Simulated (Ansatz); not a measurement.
**A computed series for CdTe: response to strain**

Start from CdTe in the zinc blende structure (space group F-43m, No. 216; a = 6.489 Å). Axes: x, y, z lie along the cube axes.

Strains are applied to the cell and any free atomic positions relax; under biaxial strain the out-of-plane vector relaxes too.

Level of theory: DFT with PBEsol, PAW potentials and a 420 eV plane-wave cutoff in Ansatz (a first-principles code), without spin-orbit coupling.

Candidates:
(a) biaxial strain −2.00 %, plane normal [001], relaxed out of plane
(b) biaxial strain +2.50 %, plane normal [001], relaxed out of plane
(c) biaxial strain +3.00 %, plane normal [001], relaxed out of plane

Before the change:

```
Property    Value
--------  -------
Band gap  0.65 eV
```

Q: Order them by band gap, highest first.

A: (a) biaxial strain −2.00 %, plane normal [001], relaxed out of plane (0.63 eV), (b) biaxial strain +2.50 %, plane normal [001], relaxed out of plane (0.48 eV), (c) biaxial strain +3.00 %, plane normal [001], relaxed out of plane (0.45 eV)

Spin-orbit coupling, missing from the scalar runs, can matter with Te. Stability against distortions was not tested.
